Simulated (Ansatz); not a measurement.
Mg (model structure, Pm-3n, No. 223, 8 atoms in the cell)

All values below come from LDA (Ansatz, a program for electronic structure, PAW).

Run with plane-wave cutoff 520 eV, 10×10×10 k mesh, Fermi–Dirac smearing 0.05 eV, scalar-relativistic PAW data made under PBE.

Cell (relaxed at this level):

Mg is modelled in the cubic space group Pm-3n (No. 223), Pearson symbol cP8. Lattice parameters: a = b = c = 5.612 Å, α = β = γ = 90.00°. Mg1 on 2a has 12 Mg at 3.137 Å. Mg2 on 6c is surrounded by 2 Mg at 2.806 Å and 4 Mg at 3.137 Å and 8 Mg at 3.437 Å. (Neighbours: up to the widest gap in distance over summed covalent radii, below 1.35, at either atom.)

```yaml
band_gap: zero (no gap)
bulk modulus B0: 37.6 GPa
```

Note: the bulk modulus is −V dP/dV from two relaxed cells at ±2 % in volume; the relaxation could raise the start's symmetry but not lower it, so the cell can be a saddle point.

Static lattice: no zero-point or thermal effects.

A model structure was made by putting elements into a prototype or built by hand; it is no filed structure, need not be a known phase, and can be a saddle point held by its symmetry.
